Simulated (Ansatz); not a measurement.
ZnS under load (space group I-4m2), r2SCAN with spin-orbit coupling, rigid bands (Ansatz, a quantum-chemistry and plane-wave program). Condition of this run: uniaxial stress along [001] of 1 GPa (compression positive) (the target of the relaxation). Band gap 2.74 eV, N_c = 2.36e18 cm⁻³ and N_v = 1.84e19 cm⁻³ at 300 K, conductivity masses along x (a = (0.00, 2.70, 2.63) Å; b = (2.70, 0.00, 2.63) Å; c = (2.70, 2.70, 0.00) Å) of 0.208 mₑ (electrons) and 0.788 mₑ (holes). Take k_BT = 0.02585 eV.

Q: Find the intrinsic carrier density and the intrinsic Fermi level.

A: n_i = √(N_c N_v) exp(−E_g/2k_BT) = 6.59e18 × exp(−52.99) = 6.4e-5 cm⁻³. The level lies (k_BT/2) ln(N_v/N_c) = 27 meV from mid-gap (positive towards the conduction band). Each 0.1 eV added to the gap lowers n_i by a factor of 6.9.

Q: What thermal injection velocity √(2k_BT/πm) limits a ballistic channel along the direction named?

A: 1.18e7 cm/s for electrons and 6.06e6 cm/s for holes, a ratio of √(m_h/m_e) = 1.95, for dilute carriers.

Q: A film of it is 5 nm thick, with its normal along the direction named. Estimate the confinement energies in an infinite well.

A: ħ²π²/(2m t²) = 0.376 eV·nm²/(m/mₑ × t²) gives 72.3 meV for electrons and 19.1 meV for holes, so the gap would widen to about 2.83 eV. Finite barriers and nonparabolic bands lower this, and with several valleys or bands the heaviest mass along the normal sets the lowest level, not this average.

Rigid bands with the computed gap; masses take one relaxation time for all states. Geometry: cell and atoms relaxed with PBEsol.
